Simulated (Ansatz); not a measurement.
Take HfO$_{2}$ (space group Pca2_1, No. 29; a = 5.247 Å, b = 5.030 Å, c = 5.059 Å) as the base.

Perturbation: cell and atoms relaxed at a pressure of 30 GPa.

Level of theory: Kohn–Sham DFT with the r2SCAN functional, run in Ansatz (a quantum-chemistry and plane-wave program) with PAW and 500 eV plane waves, scalar-relativistic without spin-orbit coupling.

Base, band edges from the VBM (valence, conduction): R -0.83, 5.20; S -0.47, 5.22; T -0.35, 5.06; Y -0.12, 5.06; U -0.69, 5.70; X -0.38, 5.73; Z -0.25, 5.16; Γ 0.00, 5.46 eV.

**Question.** Give the band edges at the high-symmetry points of the new zone, measured from its valence-band maximum.

**Answer.** 
| point | valence edge (eV) | conduction edge (eV) |
|---|---|---|
| Γ | -0.07 | 6.10 |
| X | -0.16 | 6.19 |
| S | -0.13 | 5.91 |
| Y | 0.00 | 5.24 |
| Z | -0.33 | 5.97 |
| U | -0.82 | 6.55 |
| R | -0.75 | 6.01 |
| T | -0.54 | 5.54 |

The gap is 5.24 eV, direct at Y.

With Hf present, leaving out spin-orbit coupling can change the band edges. Load acts through the strain it causes; cell and atoms are relaxed under it. No phonon test of stability was made. No other phases were tried under pressure. This is not the structure that HfO2 has at room temperature and ambient pressure.
